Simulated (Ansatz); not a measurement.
A relaxation of cell and atoms of CaPbF6 (Fm-3m, 8 atoms in the cell) with Ansatz (a program for electronic structure).

Method of the run: LDA (PW92), default PAW files made with PBE (plane waves; Ansatz).

The change in words: atoms on their sites; basis.ecutwfc: 420 eV → 505 eV; relax: default → cell and atoms. Reference geometry:
```yaml
crystal:
  lattice:
    - [0.00000, 4.32994, 4.32994]
    - [4.32994, 0.00000, 4.32994]
    - [4.32994, 4.32994, 0.00000]
  atoms:
    - { symbol: Ca, position: [0.50577, 0.50577, 0.49423] }
    - { symbol: Pb, position: [0.00000, 0.00000, 0.00000] }
    - { symbol: F, position: [0.76012, 0.76012, 0.23988] }
    - { symbol: F, position: [0.23988, 0.23988, 0.76012] }
    - { symbol: F, position: [0.23988, 0.76012, 0.76012] }
    - { symbol: F, position: [0.76012, 0.23988, 0.23988] }
    - { symbol: F, position: [0.76012, 0.23988, 0.76012] }
    - { symbol: F, position: [0.23988, 0.76012, 0.23988] }
```

Reference input (self-consistent single point, DFT, LDA (PW92), plane waves, default PAW files made with PBE): basis.ecutwfc = 420 eV; kpoints.mp_grid.grid = 4 4 4; hamiltonian.xc = lda; hamiltonian.pseudopotentials = {kind: paw} (the program's default PAW files); scf.occupations.method = fermi_dirac; scf.occupations.width = 0.01 eV. This run's input differs from it in these lines:

Ansatz 0.2 input:
```diff
@@ -7,3 +7,3 @@
   atoms:
-    - { symbol: Ca, position: [0.505774, 0.505774, 0.494226] }
+    - { symbol: Ca, position: [0.500000, 0.500000, 0.500000] }
     - { symbol: Pb, position: [0.000000, 0.000000, 0.000000] }
@@ -16,3 +16,3 @@
 basis:
-  ecutwfc: 420.0
+  ecutwfc: 505.0
 kpoints:
@@ -28,2 +28,4 @@
     width: 0.01
+relax:
+  cell: {}
 output:
```

Log, with long lists cut:

```
   [... SCF lines of the steps left out ...]
relax step   1: F+E_penalty+E_count = -18141.84509192 eV  Δ(F+E_penalty+E_count) = +0.000e0 eV  max|allowed force component| = 5.508e-2 eV/Å  Δτ_max = 0.0000 Å  P = -3.304 GPa  Ω = 162.358 Å³  (7 SCF iters, dr2 threshold 1.00e-7 eV, accepted)
relax step   2: F+E_penalty+E_count = -18141.93902587 eV  Δ(F+E_penalty+E_count) = -9.393e-2 eV  max|allowed force component| = 1.029e-1 eV/Å  Δτ_max = 0.0086 Å  P = -0.518 GPa  Ω = 154.865 Å³  energy of the carried Pulay correction = +3.121e-4 eV  [...]
   [... lines left out ...]
relax step   4: F+E_penalty+E_count = -18141.94451688 eV  Δ(F+E_penalty+E_count) = -3.059e-4 eV  max|allowed force component| = 1.723e-3 eV/Å  Δτ_max = 0.0023 Å  P = -0.001 GPa  Ω = 153.081 Å³  energy of the carried Pulay correction = +3.886e-4 eV  [...]
relax step   5: F+E_penalty+E_count = -18141.94417867 eV  Δ(F+E_penalty+E_count) = +3.382e-4 eV  max|allowed force component| = 1.935e-3 eV/Å  Δτ_max = 0.0000 Å  P = -0.000 GPa  Ω = 153.081 Å³  stress off target by 2.08e-4 GPa  SCF on the basis [...]
basis re-selected at this cell: Δ(F+E_penalty+E_count) = +3.382e-4 eV, ΔP = +0.000 GPa vs the last step
the relaxation is at rest under the 48 symmetry operations that the run kept from its start: a minimum is not shown …
Free energy (F): -18141.944179 eV
Internal energy: -18141.944179 eV  (E = F + TS)
E sigma→0 (E₀):  -18141.944179 eV
Fermi energy:    0.605003 eV
--- Forces (eV/Å), atoms counted from 1 ---
  atom   1  Ca     0.00000000    -0.00000000    -0.00000000
  atom   2  Pb     0.00000000    -0.00000000    -0.00000000
   [... lines left out ...]
  cell:  # Å, volume = 153.0806 Å³
   [... lines left out ...]
    - { symbol: F, position: [0.2417859302343105, 0.7582140697656895, 0.7582140697656894] }
    - { symbol: F, position: [0.7582140697656893, 0.24178593023431072, 0.24178593023431072] }
    - { symbol: F, position: [0.7582140697656895, 0.2417859302343105, 0.7582140697656894] }
    - { symbol: F, position: [0.24178593023431072, 0.7582140697656893, 0.24178593023431072] }
```

The run converged. 

Summary of the result:
```
Item                                                                                Value
------------------------------------------------  ---------------------------------------
Free energy E − TS (on the zero of these files)                            -18141.9442 eV
Top of the valence band (on the code's own zero)                                 -1.34 eV
Gap on the k-point mesh                                                           3.87 eV
Pressure                                                                         0.00 GPa
Largest force (vector length)                                                  0.002 eV/Å
Final cell                                        a = b = c = 6.005 Å, α = β = γ = 60.00°
Final volume per atom                                                            19.14 Å³
Relaxation steps                                                                        5
```

The starting cell comes from a database of computed structures (which also holds hypothetical and non-ambient phases and stackings), without a prior relaxation at this level. Its lattice was rescaled by up to half a per cent. Spin-orbit coupling is off. The relaxation keeps the symmetry of its start, so its end need not be a minimum. Ansatz's pressure includes its estimate of the finite-basis (Pulay) stress.
